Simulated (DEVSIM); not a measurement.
System: In0.49Ga0.51P/GaAs p-n heterojunction, at 250 K.

```csv
layer (left to right),material,thickness (μm),Nd (cm⁻³),Na (cm⁻³),τn (s),τp (s)
1,In0.49Ga0.51P,0.740,-,3.2e17,1.9e-9,1.9e-9
2,GaAs,0.170,6.5e16,-,1.9e-9,1.9e-9
```

Left contact: ohmic. Right contact: ohmic. Voltage is applied to the left contact. Recombination: SRH at mid-gap, radiative, Auger. Mobility is μmin + (μ − μmin)/(1 + (N/Nref)^α).

Constants are typed, rounded textbook-type inputs, not results; the design itself was drawn at random and stands for no fabricated device. Values at 300 K; Nc and Nv go as T^1.5, mobilities as T to minus their exponent, the gap by Varshni's rule with the affinity fixed.

```tsv
parameter	In0.49Ga0.51P	GaAs
gap (eV)	1.89	1.424
affinity (eV)	4	4.07
permittivity	11.8	12.9
Nc (cm⁻³)	9e17	4.7e17
Nv (cm⁻³)	1.3e19	9e18
μn (cm²/Vs)	1500	8500
μp (cm²/Vs)	80	400
μn,min	400	500
μp,min	15	20
Nref,n	2e16	6e16
Nref,p	1.5e17	1.5e17
αn	0.7	0.39
αp	0.8	0.38
T exponent of μn	1.66	2.1
T exponent of μp	2	2.2
B (cm³/s)	1e-10	2e-10
Cn (cm⁶/s)	3e-30	1e-30
Cp (cm⁶/s)	3e-30	1e-30
Varshni α (eV/K)	0.0005	0.000541
Varshni β (K)	250	204
```

DEVSIM, 1D drift-diffusion, Boltzmann statistics, complete ionisation; no tunnelling, impact ionisation, image-force lowering or self-heating. Band offsets follow the typed affinities; no thermionic-emission limit at abrupt steps, no polarisation charge.

The thickness of layer 1 was swept, all else fixed.

```
thickness of layer 1 (μm)  dark forward voltage at 100 A/cm² (V)
-------------------------  -------------------------------------
0.15                                                       1.397
0.26                                                       1.397
0.44                                                       1.398
0.74                                                       1.399
1.3                                                        1.403
2.2                                                        1.406
3.7                                                        1.413
```

From the first row to the last the dark forward voltage at 100 A/cm² goes from 1.397 to 1.413.
